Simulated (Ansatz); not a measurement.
A computed series for TiC: response to strain

Consider TiC in the rock salt structure (space group Fm-3m, No. 225; a = 4.261 Å; relaxed with 0.1 eV smearing). Axes: x, y, z lie along the cube axes.

Strains are applied to the cell and any free atomic positions relax.

Calculations: plane-wave PAW DFT at the LDA level (Ansatz, a quantum-chemistry and plane-wave program, 420 eV), without spin-orbit coupling.

Notes on the quantities. energy relative to the base: free energy F; pressure: mean of the normal stresses, compression positive.

```tsv
case	energy relative to the base	pressure
base	0 meV/atom	0.0 GPa
tensor shear ε_xy = +1.14 %	+2.8 meV/atom	0.0 GPa
tensor shear ε_xy = +0.57 %	+0.7 meV/atom	0.0 GPa
tensor shear ε_xy = +0.86 %	+1.6 meV/atom	0.0 GPa
tensor shear ε_xy = +2.00 %	+8.6 meV/atom	0.1 GPa
tensor shear ε_xy = +1.71 %	+6.3 meV/atom	0.1 GPa
tensor shear ε_xy = +0.29 %	+0.2 meV/atom	0.0 GPa
tensor shear ε_xy = +1.43 %	+4.4 meV/atom	0.1 GPa
```

Stability against distortions was not tested. All final runs are without spin polarisation.
